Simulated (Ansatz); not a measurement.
A calculation on TaN (Fm-3m, No. 225; start mp-251; another space group than a measured phase of this formula) returned lattice constant a 4.387 Å, cohesive energy 7.62 eV/atom.

Question: Which level of theory produced these numbers?
A. r²SCAN (Ansatz, an electronic-structure program)
B. PBEsol (Ansatz)
C. r²SCAN+rVV10 (Ansatz)
D. LDA (Ansatz)

Answer: C, r²SCAN+rVV10 (Ansatz)

The others give: r²SCAN 4.396 Å, 7.33 eV/atom; PBEsol 4.376 Å, 8.24 eV/atom; LDA 4.348 Å, 8.96 eV/atom.

Unless a cell is named, each level is at its own relaxed cell (LDA 10.28, PBEsol 10.47, r²SCAN 10.62, r²SCAN+rVV10 10.56 Å³/atom).

Caveats: the relaxation could not lower the start's symmetry, so the cell can be a saddle point above a distorted one (r²SCAN, PBEsol, LDA, r²SCAN+rVV10). Ansatz's density-functional and Hartree–Fock values are scalar-relativistic unless marked +SOC, with PAW data made under PBE.

A start named mp-… is a Materials Project structure, which can be a computed phase never made.
